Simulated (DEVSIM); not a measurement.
System: Pd/SiO2/p-Ge capacitor, at 300 K.

```csv
layer (left to right),material,thickness (nm),Na (cm⁻³)
1,SiO2,1.30,-
2,Ge,11000,2.9e15
```

Metal gate on the left, work function 5.2 eV. Fixed charge at the semiconductor interface 0 cm⁻² (in units of +e); no interface traps.

Constants are typed, rounded textbook-type inputs, not results; the design itself was drawn at random and stands for no fabricated device. Values at 300 K.

```tsv
parameter	SiO2	Ge
gap (eV)	9	0.664
affinity (eV)	0.9	4
permittivity	3.9	16
Nc (cm⁻³)	-	1.04e19
Nv (cm⁻³)	-	6e18
```

DEVSIM, 1D Poisson equation in equilibrium, Boltzmann statistics, complete ionisation; no quantum confinement or tunnelling. Metal contacts follow the ideal Schottky-Mott rule: no Fermi-level pinning, no interface dipoles.

The SiO2 thickness was swept, all else fixed.

| SiO2 thickness (μm) | capacitance of the dielectric stack (μF/cm²) | minimum of the low-frequency capacitance (μF/cm²) |
|---|---|---|
| 0.00052 | 6.64 | 0.0495 |
| 0.00072 | 4.80 | 0.0492 |
| 0.00091 | 3.79 | 0.0490 |
| 0.0011 | 3.14 | 0.0487 |
| 0.0013 | 2.66 | 0.0484 |
| 0.0016 | 2.16 | 0.0480 |

From the first row to the last the capacitance of the dielectric stack goes from 6.64 to 2.16. From the first row to the last the minimum of the low-frequency capacitance goes from 0.0495 to 0.0480.
